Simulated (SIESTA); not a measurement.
Band structure of MoS₂ (P6_3/mmc, 6 atoms in the cell).

```
MoS2
1.0
    3.19403     0.00000     0.00000
   -1.59702     2.76611     0.00000
    0.00000     0.00000    13.21397
Mo S
2 4
Cartesian
  0.00000   0.00000   3.30349
  0.00000   0.00000   9.91048
  0.00000   1.84407   4.85931
  1.59702   0.92204   8.35467
  1.59702   0.92204  11.46629
  0.00000   1.84407   1.74768
```

Method of the run: GGA PBE, numerical atomic orbitals TZP, PseudoDojo PBE standard norm-conserving potentials (rewritten from UPF to PSML) (SIESTA).

Settings: XC.functional = GGA; XC.authors = PBE; potentials = PseudoDojo PBE standard; PAO.BasisSize = TZP; PAO.EnergyShift = 0.01 Ry; MeshCutoff = 400 Ry; kgrid.MonkhorstPack = 10 10 2; OccupationFunction = FD; ElectronicTemperature = 10 K; MaxSCFIterations = 150; SCF.Mixer.Method = Pulay; SCF.Mixer.Weight = 0.2; SCF.Mixer.History = 6; SCF.DM.Tolerance = 1.0E-04.

The starting cell comes from a database of computed structures (which also holds hypothetical and non-ambient phases and stackings), without a prior relaxation at this level. Its lattice was rescaled by a random factor within 2.5 % of one. Values carry the incompleteness of an atom-centred basis.

Q: Predict the gap along the standard path and the places of the band edges.

A: The gap along the path is 1.10 eV, from Γ to K; the smallest direct gap on it is 1.60 eV.

Levels in eV from the top of the valence band on the path, bands 23 to 27:
```
point     23     24     25     26    27
-----  -----  -----  -----  -----  ----
Γ      -2.03  -1.34  -0.80   0.00  2.26
M      -1.48  -1.40  -1.20  -0.98  1.65
K      -2.62  -2.62  -0.51  -0.51  1.10
A      -2.03  -2.03  -0.24  -0.24  2.29
L      -1.44  -1.44  -1.06  -1.06  1.66
H      -2.61  -2.61  -0.50  -0.50  1.10
```

Higher empty bands are left out: an atom-centred basis made for the valence describes them poorly.
